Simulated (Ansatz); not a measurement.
The parent structure is InAs in the zinc blende structure (space group F-43m, No. 216; a = 6.087 Å). Axes: x, y, z lie along the cube axes.

All numbers come from Ansatz (a first-principles code) PBEsol, no SOC.

Strains are applied to the cell and any free atomic positions relax; under biaxial strain the out-of-plane vector relaxes too.

One change was made to it. Results:

```csv
quantity,base,after
"pressure (mean of the normal stresses, compression positive)",0.0 GPa,-0.7 GPa
energy relative to the base (free energy F),0 meV/atom,+2.8 meV/atom
shortest interatomic distance,4.981 bohr,5.003 bohr
```

Question: Name the change that was made.
A) biaxial strain +1.50 %, plane normal [001], relaxed out of plane
B) biaxial strain −2.50 %, plane normal [001], relaxed out of plane
C) biaxial strain +0.50 %, plane normal [001], relaxed out of plane

Answer: A, biaxial strain +1.50 %, plane normal [001], relaxed out of plane. For comparison, the energy relative to the base in the other runs: biaxial strain +0.50 %, plane normal [001], relaxed out of plane gives +0.3 meV/atom; biaxial strain −2.50 %, plane normal [001], relaxed out of plane gives +8.5 meV/atom.

The mesh was chosen for an insulator and is coarse for the gapless case. Whether these cells are dynamically stable was not tested. The final runs are not spin-polarised.
